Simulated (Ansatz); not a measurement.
Take FeS2 (space group Pnnm, No. 58; a = 4.367 Å, b = 5.333 Å, c = 3.344 Å; non-magnetic) as the base.

Level of theory: Ansatz (a first-principles code) PBEsol, without spin-orbit coupling, earlier PAW set.

Base values:

| Item | Result |
|---|---|
| Pressure | 0.00 GPa |

It is then changed as follows: an isotropic linear strain of +4.80 %, atoms relaxed at fixed cell.

### Question
What happens to the pressure and energy relative to the base?

### Answer
The pressure (mean of the normal stresses, compression positive) goes from zero to -17.48 GPa; the energy grows by 122 meV/atom.

No phonon test of stability was made. Starting moments died away, wholly or in part, for the base; another magnetic solution may exist. All final runs are without spin polarisation.
